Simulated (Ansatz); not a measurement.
System: CsCl-type CoAl. Method: PBE-D3(BJ) in Ansatz (plane waves, PAW).

Run with plane-wave cutoff 520 eV, 22×22×22 k mesh, Fermi–Dirac smearing 0.042 eV (set by the program), no spin polarisation, scalar-relativistic PAW data made under PBE.

Computed at the level's own relaxed cell.

Problem. Predict the Voigt–Reuss–Hill bulk modulus, elastic constant C44, polycrystal shear modulus (Hill average), Poisson ratio, elastic constant C11 and elastic constant C12.

Solution. 
Voigt–Reuss–Hill bulk modulus: 194 GPa
elastic constant C44: 156 GPa
polycrystal shear modulus (Hill average): 129 GPa
Poisson ratio: 0.228
elastic constant C11: 322 GPa
elastic constant C12: 130 GPa

Note: the dispersion coefficients are held fixed in the derivatives.

Elastic constants are with the ions relaxed.

The computed numbers hold no vibrational or temperature effects.

Computing time: roughly 5 core-minutes.

Ansatz is an electronic-structure program.
